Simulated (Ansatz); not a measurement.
The starting structures come from a database of crystals and need not be the phases stable at ambient conditions.

 Where the default PAW files enter, the runs use the earlier of Ansatz's two default sets.

Tunnelling through a barrier is set by its complex band structure: the current falls as exp(−2κd) with the smallest κ.

Data:

```
AuRb
1.0
    4.10459     0.00000     0.00000
    0.00000     4.10459     0.00000
    0.00000     0.00000     4.10459
Rb Au
1 1
Direct
  0.50000   0.50000   0.50000
  0.00000   0.00000   0.00000
```

Space group of this cell: Pm-3m, CsCl type. The cell is taken as given.

Transport runs along the normal of the first two printed cell vectors, the (001) plane of the conventional cell.

No gap correction and no spin-orbit coupling; mid-gap values are interpolated between computed energies.

### Question
Predict the band gap and the smallest decay constant κ at mid-gap from r2SCAN in Ansatz (an electronic-structure program).

### Answer
Gap 0.55 eV on a 8×8×8 mesh; κ = 0.092 1/Å, at the zone centre.
